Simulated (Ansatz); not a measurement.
**Seebeck coefficient of n-type C (Fd-3m) against temperature**

C (Fd-3m), n-type; conventional cell a = b = c = 3.554 Å, α = β = γ = 90.00°. Calculation: r2SCAN, rigid bands (plane waves, PAW, scalar-relativistic; Ansatz, a program for electronic structure). Geometry: cell and atoms relaxed with PBEsol. Sums run over bands interpolated from the self-consistent mesh; computed gap 4.38 eV. |S| is the size of the Seebeck coefficient, averaged over directions. The electron density is held at 1e18 cm⁻³, under a fifth of N_c and over ten times the intrinsic density in every row, and the structure is held as it is at all temperatures.

Here T stands for T and |S| for |S|.

```
T (K)  |S| (μV/K)
-----  ----------
300           556
400           593
500           622
600           646
800           684
1000            ?
```

Fit |S| of the 5 rows that show it with a straight line in ln T. With u = ln T - 6.20, the rows have u = -0.49622, -0.20854, 0.01461, 0.19693, 0.48461. Means: u -0.0017220, |S| 620.2. About the means, the sum of products is 73.555 and the sum of squares of u is 0.56355; the slope is their ratio. Least squares gives |S| = 620.4 + 130.5·u. Residuals (row less fit): 0.4, -0.2, -0.3, -0.1, 0.4; standard error 0.4 (degrees of freedom: 3). With one parabolic band N_c grows as T^(3/2), which gives a slope of (3/2)·k_B/e = 129 μV/K; the fit has 130.

Task: Predict the withheld |S| at T = 1000 from the fit, and compare with the calculation.

Result: u = 0.70776, so |S| = 620.4 + 130.5 × 0.70776 = 712.8 μV/K. The calculation gives 713 μV/K, which the fit meets to the printed digits. The row lies outside the fitted rows, so this is an extrapolation. From the scatter of the fitted rows alone, a prediction at this place has a standard error of 0.5 μV/K, so the miss is 0.4 times that.

Series that bend far from this form aren't tabulated. Rigid bands with a gap fixed in temperature, one relaxation time for all states and one kind of carrier; polarons and phonon drag are left out, and so is whether such doping can be reached. Spin-orbit coupling is left out.
